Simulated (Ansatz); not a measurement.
Reference: La₂O₃ (P-3m1), PBEsol, rigid bands (plane waves, PAW, scalar-relativistic; Ansatz, a program for electronic structure); axes and stresses refer to this cell.

```
La2O3
1.0
    3.90609     0.00000     0.00000
   -1.95304     3.38277     0.00000
    0.00000     0.00000     6.04018
La O
2 3
Cartesian
  1.95304   1.12759   4.55810
  0.00000   2.25518   1.48208
  1.95304   1.12759   2.13805
  0.00000   2.25518   3.90213
  0.00000   0.00000   0.00000
```

hole conductivity mass: 2.2 mₑ
Seebeck coefficient, n-type 1e19 cm⁻³: -495 μV/K
electron mass along z: 1.08 mₑ

Problem. Change: functional PBE, cell relaxed with it. What happens to hole conductivity mass, Seebeck coefficient, n-type 1e19 cm⁻³, electron mass along z?

Solution. hole conductivity mass grows to 2.6 mₑ; Seebeck coefficient, n-type 1e19 cm⁻³ moves little, to -504 μV/K; electron mass along z moves little, to 1.08 mₑ.

Problem. Change: functional r2SCAN on the same cell. What happens to hole conductivity mass, Seebeck coefficient, n-type 1e19 cm⁻³, electron mass along z?

Solution. hole conductivity mass moves little, to 2.2 mₑ; Seebeck coefficient, n-type 1e19 cm⁻³ drops in size to -440 μV/K; electron mass along z goes up to 1.22 mₑ.

Masses are for dilute carriers at 300 K, harmonic means over directions unless an axis is named. Seebeck coefficients are for the stated density at 300 K, with one relaxation time for all states and whether or not that doping can be reached. Spin-orbit coupling is left out unless a row names it.
